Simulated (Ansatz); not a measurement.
# A computed series for PtGe: response to strain

Base system: PtGe (space group Pnma, No. 62; a = 5.819 Å, b = 3.757 Å, c = 6.175 Å). Axes: x, y, z lie along a, b, c of the conventional cell.

Strains are applied to the cell and any free atomic positions relax; under biaxial strain the out-of-plane vector relaxes too.

All numbers come from plane-wave PAW DFT at the PBE level (Ansatz, a first-principles code, 420 eV), no SOC.

Notes on the quantities. pressure: mean of the normal stresses, compression positive.

| case | pressure | volume per atom |
|---|---|---|
| base | 0.0 GPa | 16.87 Å³ |
| biaxial strain −3.85 %, plane normal [001], relaxed out of plane | 5.8 GPa | 16.35 Å³ |
| biaxial strain −2.16 %, plane normal [001], relaxed out of plane | 3.2 GPa | 16.56 Å³ |
| biaxial strain +0.44 %, plane normal [001], relaxed out of plane | -0.6 GPa | 16.94 Å³ |
| biaxial strain +1.40 %, plane normal [001], relaxed out of plane | -1.8 GPa | 17.09 Å³ |
| biaxial strain +1.79 %, plane normal [001], relaxed out of plane | -2.2 GPa | 17.15 Å³ |
| isotropic strain +4.37 % | -12.2 GPa | 19.19 Å³ |
| uniaxial strain ε_xx = −2.66 % | 4.3 GPa | 16.43 Å³ |

Without a gap, meshes like the base's 8×12×8 leave anisotropic stresses uncertain by several tenths of a GPa, and small strain energies with them. No phonon test of stability was made. All final runs are without spin polarisation.
